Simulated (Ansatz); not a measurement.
# A computed series for InAs: response to strain

Start from InAs in the zinc blende structure (space group F-43m, No. 216; a = 6.1863 Å).

Strains are applied to the cell and any free atomic positions relax.

Computed with DFT with PBE, PAW potentials and a 420 eV plane-wave cutoff in Ansatz (a first-principles code), no SOC.

Candidates:
(a) isotropic strain +3.00 %
(b) isotropic strain −2.00 %
(c) isotropic strain +2.50 %
(d) isotropic strain +2.00 %

Notes on the quantities. energy relative to the base: free energy F.

Task: Order them by energy relative to the base, highest first.

Result: (a) isotropic strain +3.00 % (+32 meV/atom), (c) isotropic strain +2.50 % (+23 meV/atom), (b) isotropic strain −2.00 % (+18 meV/atom), (d) isotropic strain +2.00 % (+15 meV/atom)

A case with no gap was solved on a k-mesh chosen for an insulator, which is coarse for it. Stability against distortions was not tested. The final runs are not spin-polarised.
